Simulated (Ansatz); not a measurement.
# SiO2: band gap against strain

SiO2 (rutile, P4_2/mnm, 7.657 Å³/atom at rest, c along z) under a strain ε along c (axis z), the other axes held. LDA in Ansatz, a plane-wave DFT program (PAW, default set), 420 eV, 8×8×12 Γ-centred mesh, Fermi-Dirac smearing 0.05 eV; ions are relaxed within the symmetry of each cell. Gaps are the smallest over the k-mesh and a band path, without spin-orbit coupling; in all rows the valence edge lies at Γ and the conduction edge at Γ.

Here s stands for strain and Eg for gap.

```csv
strain (%),gap (eV)
-3.00,?
-1.80,6.197
-1.20,6.068
-0.60,5.940
0.00,5.809
```

The 4 complete rows are fitted with a straight line, Eg against s. Means: s -0.90000, Eg 6.0035. About the means, the sum of products is -0.38760 and the sum of squares of s is 1.8000; the slope is their ratio. Least squares gives Eg = 5.8097 - 0.21533·s. Residuals (row less fit): -0.0003, -0.0001, 0.0011, -0.0007; standard error 0.0009 (degrees of freedom: 2). Over these rows the gap moves by -22 ± 0.07 eV per unit strain.

Problem. What does the fit predict for Eg at s = -3.00, and how far is the calculated value from it?

Solution. Eg = 5.8097 - 0.21533 × (-3.0) = 6.4557 eV. The calculation gives 6.453 eV, 0.0027 eV below the prediction (0.4 % of the range of Eg in the table). The row lies outside the fitted rows, so this is an extrapolation. From the scatter of the fitted rows alone, a prediction at this place has a standard error of 0.0018 eV, so the miss is 1.5 times that.

One order more, fitted to all 6 runs of the series, follows each within 0.001, so the miss is the next term of a smooth law. SiO2 is here stishovite, a high-pressure form. Rows are the converged runs of the series near zero and its far end; series whose fitted rows scatter by over a few per cent of the range, as at a crossing or softening among them, aren't shown in this form. Most that stay on the fit to the last digits aren't either.
